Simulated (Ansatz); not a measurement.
V_Li+V_Li+Eu_Li in ferroelectric LiNbO3: one set of geometries, relaxed with PBE, evaluated in Ansatz (PAW, plane waves to 420 eV, 500 eV under r2SCAN) with PBE, r2SCAN.

Details: 120-site cell; 2×2×2 Γ-centred k-points; start: a built cluster, 5.6 Å across; charged states image-corrected; no Hubbard U; finite-size errors of tenths of an eV; relaxed from one start, so a lower configuration may exist; flagged in the runs: a doubtful potential alignment, a host whose relaxation on this sampling wasn't shown to rest.

| quantity | PBE | r2SCAN |
|---|---|---|
| host gap (eV) | 3.53 | 3.94 |
| ε(+1/0) above the VBM (eV) | 0.46 | 0.39 |
| ε(0/−1) above the VBM (eV) | 2.19 | 2.70 |
| largest moment on one atom at charge +1 (μB) | 5.66 | 5.70 |
| neutral formation energy against bcc Eu, ferromagnetic, bcc Li (eV) | 4.47 | 4.36 |
| largest moment on one atom at charge 0 (μB) | 5.87 | 5.89 |
| largest moment on one atom at charge −1 (μB) | 6.31 | 6.39 |

PBE narrows the gap by 0.41 eV against r2SCAN, the highest level run, and puts the levels 0.22 eV lower above the valence-band maximum on average.

Ansatz is a quantum-chemistry and plane-wave program.
